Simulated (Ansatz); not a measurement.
Input:

```yaml
crystal:
  lattice:
    - [2.11724, -5.23265, 0.00000]
    - [2.11724, 5.23265, 0.00000]
    - [0.00000, 0.00000, 3.80126]
  atoms:
    - { symbol: Y, position: [0.14060, 0.85940, 0.25000] }
    - { symbol: Y, position: [0.85940, 0.14060, 0.75000] }
    - { symbol: Si, position: [0.42389, 0.57611, 0.25000] }
    - { symbol: Si, position: [0.57611, 0.42389, 0.75000] }
```

Calculation: PBEsol, DFPT electron-phonon coupling, linearised Boltzmann equation (plane waves, PAW, scalar-relativistic; Ansatz, a program for electronic structure). Cell: relaxed with this functional, without spin-orbit coupling.

Problem. Estimate the phonon-limited resistivity at 300 K, by direction if it differs.

Solution. 67 (x), 35 (y), 11.5 (z) μΩ·cm.

Problem. And the electrons' mean free path at that temperature?

Solution. 8.2 (x), 9.0 (y), 7.8 (z) nm, weighted by the current that each state carries. Wires not much wider than this gain resistivity from their walls.

A metal at this level (no band gap). Only scattering by harmonic phonons is included (no impurities, grain boundaries, electron-electron scattering or thermal expansion). Spin-orbit coupling is left out. Halving the electron mesh (24x24x24) moves the resistivity by up to 9 % at 300 K, the mean free path by up to 4 %. Smearing 0.20 eV; phonons on a 4x4x4 q mesh, which this run doesn't test.
